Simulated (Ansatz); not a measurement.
The reference is Ge in the diamond structure (space group Fd-3m, No. 227; a = 5.622 Å). Axes: x, y, z lie along the cube axes.

Computed with plane-wave PAW DFT at the LDA level (Ansatz, a quantum-chemistry and plane-wave program, 420 eV), without spin-orbit coupling.

Modification: the cell is scaled by 1.0300 in all directions, atoms relaxed at fixed cell.

Problem. Predict the stress tensor and what it implies for the stiffness.

Solution. Stress of the strained cell less that of the base (GPa, compression positive):
```
   -5.1     0.0     0.0
    0.0    -5.1     0.0
    0.0     0.0    -5.1
```

Then B = −ΔP/(ΔV/V₀) with ΔV/V₀ = 0.0927 gives secant stiffness values (nonlinear terms included at this strain): B ≈ 55 GPa.

As a check, the harmonic strain energy −½ V₀ Δσ:ε is 32 meV/atom; the computed energy rise is 36 meV/atom.

Stability against distortions was not tested.
